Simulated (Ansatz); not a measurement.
Start from BaLiF3 in the cubic perovskite structure (space group Pm-3m, No. 221; a = 3.9585 Å; a cell from a computed database, its experimental status unchecked). Axes: x, y, z lie along the cube axes.

Perturbation: tensile biaxial strain of 2.68 % in the plane normal to [001], as in epitaxy on a mismatched substrate; the out-of-plane cell vector and the atoms relax.

Levels (all Ansatz, an electronic-structure program, PAW): PBEsol (420 eV, no SOC); r2SCAN (500 eV, spin-orbit coupling left out); HSE06 (420 eV, no SOC).

One geometry, relaxed with PBEsol, under each level:

```csv
level,band gap,lowest conduction level above the VBM at special points,pressure
PBEsol,6.31 eV,Γ 6.31 eV; X 7.71 eV; A 7.89 eV; Z 8.33 eV,-2.38 GPa
r2SCAN,7.11 eV,Γ 7.11 eV; X 8.48 eV; A 8.82 eV; Z 9.10 eV,-1.20 GPa
HSE06,8.45 eV,Γ 8.45 eV; X 9.87 eV; A 10.13 eV,–
```

Single points use the geometry relaxed with PBEsol. Their cutoffs differ, which shifts pressures a little. Stability against distortions was not tested. Many cubic perovskites are stable only at high temperature; tilts and polar distortions were not tested. Labels are those of the standard path for the cell's own space group.
